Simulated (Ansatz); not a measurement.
BP (I-4m2), r2SCAN with spin-orbit coupling, rigid bands (Ansatz, an electronic-structure program): Condition of this run: uniaxial stress zz = 2 GPa (compression positive) (the target of the relaxation). band gap 1.29 eV, N_c = 1.41e19 cm⁻³ and N_v = 8.85e18 cm⁻³ at 300 K, conductivity masses along x (a = (0.00, 2.27, 2.25) Å; b = (2.27, 0.00, 2.25) Å; c = (2.27, 2.27, 0.00) Å) of 0.237 mₑ (electrons) and 0.380 mₑ (holes). Take k_BT = 0.02585 eV.

What built-in voltage has an abrupt junction with N_A = 1e16 and N_D = 1e18 cm⁻³, all dopants ionised?

V_bi = E_g/e − (k_BT/e) ln(N_c N_v/(N_A N_D)) = 1.29 − 0.02585 × 9.43 = 1.05 V. It follows the computed gap one for one.

Find the intrinsic carrier density and the intrinsic Fermi level.

n_i = √(N_c N_v) exp(−E_g/2k_BT) = 1.12e19 × exp(−24.95) = 1.6e8 cm⁻³. The level lies (k_BT/2) ln(N_v/N_c) = -6 meV from mid-gap (positive towards the conduction band). Each 0.1 eV added to the gap lowers n_i by a factor of 6.9.

What thermal injection velocity √(2k_BT/πm) limits a ballistic channel along the direction named?

1.11e7 cm/s for electrons and 8.73e6 cm/s for holes, a ratio of √(m_h/m_e) = 1.27, for dilute carriers.

Rigid, parabolic bands with the computed gap; masses take one relaxation time for all states.
